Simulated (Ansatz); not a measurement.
Take ZrO₂ (space group P4_2/nmc, No. 137; a = 3.584 Å, c = 5.177 Å) as the base.

Perturbation: every Zr is replaced by Hf, then cell and atoms are relaxed.

Levels (all Ansatz, a program for electronic structure, PAW): PBEsol (420 eV, spin-orbit coupling left out); r2SCAN (500 eV, without spin-orbit coupling).

The geometry is relaxed with PBEsol.

* **PBEsol lowest conduction level above the VBM at special points**: Γ 4.57 eV; X 5.02 eV; R 5.18 eV; Z 5.29 eV
* **PBEsol gap character**: indirect, A → Γ
* **PBEsol pressure**: 0.00 GPa
* **PBEsol smallest direct gap**: 4.65 eV

Predict the lowest conduction level above the VBM at special points, gap character, pressure and smallest direct gap from r2SCAN.

The lowest conduction level above the VBM at special points becomes Γ 5.23 eV; X 5.62 eV; R 5.78 eV; Z 5.91 eV (PBEsol: Γ 4.57 eV; X 5.02 eV; R 5.18 eV; Z 5.29 eV); the gap character remains indirect, A → Γ; the pressure goes from zero to 2.17 GPa; the smallest direct gap goes up by 0.67 eV to 5.32 eV.

Single points use the geometry relaxed with PBEsol. Their cutoffs differ, which shifts pressures a little. Spin-orbit coupling, missing from the scalar runs, can matter with Hf. Whether these cells are dynamically stable was not tested. This is not the structure that HfO2 has at room temperature and ambient pressure. This is not the structure that ZrO2 has at room temperature and ambient pressure.
